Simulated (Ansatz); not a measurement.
Consider these faces of monoclinic ZrO2, relaxed from ideal cuts in 1x1 cells: (001), (010), (011), (10-1), (100), (101), (11-1), (110).

Calculation: PBE (plane waves to 420 eV, PAW; Ansatz, an electronic-structure program).

### Question
Order them by surface energy (lowest first) at the level PBE.

### Answer
(11-1) (0.92 J/m²), (110) (1.18 J/m²), (10-1) (1.22 J/m²), (001) (1.25 J/m²), (011) (1.30 J/m²), (101) (1.36 J/m²), (100) (1.41 J/m²), (010) (2.19 J/m²)
